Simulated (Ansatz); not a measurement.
System: BiVO₄ (I4₁/a, No. 88, 12 atoms in the cell; start COD 9012062; high-temperature phase). Method: PBEsol in Ansatz (PAW).

Settings: plane-wave cutoff 520 eV, 10×10×10 k mesh, Fermi–Dirac smearing 0.01 eV, no spin polarisation, scalar-relativistic PAW data made under PBE.

Cell (relaxed at this level):

```yaml
crystal:
  lattice:
    - [-2.55360, 2.55360, 5.78821]
    - [2.55360, -2.55360, 5.78821]
    - [2.55360, 2.55360, -5.78821]
  atoms:
    - { symbol: Bi, position: [0.00000, 0.00000, 0.00000] }
    - { symbol: Bi, position: [0.75000, 0.25000, 0.50000] }
    - { symbol: V, position: [0.50000, 0.50000, 0.00000] }
    - { symbol: V, position: [0.25000, 0.75000, 0.50000] }
    - { symbol: O, position: [0.31050, 0.42131, 0.39016] }
    - { symbol: O, position: [0.67034, 0.56050, 0.38918] }
    - { symbol: O, position: [0.03116, 0.92034, 0.60984] }
    - { symbol: O, position: [0.17131, 0.28116, 0.61082] }
    - { symbol: O, position: [0.43950, 0.82869, 0.10984] }
    - { symbol: O, position: [0.07966, 0.68950, 0.11082] }
    - { symbol: O, position: [0.71884, 0.32966, 0.89016] }
    - { symbol: O, position: [0.57869, 0.96884, 0.88918] }
```

Task: Estimate the band gap, direct gap at Γ and bulk modulus B0 that the calculation returns.

Result: 
- band gap = 2.10 eV (on the SCF k mesh)
- direct gap at Γ = 2.85 eV
- bulk modulus B0 = 137 GPa

Note: the relaxation could not lower the start's symmetry, so the cell can be a saddle point above a distorted one; the bulk modulus is −V dP/dV from two relaxed cells at ±2 % in volume.

Spin–orbit coupling is not included; with these elements it can move the gap by several tenths of an eV or more.

Computed values are for the static lattice.

Ansatz is a quantum-chemistry and plane-wave program.
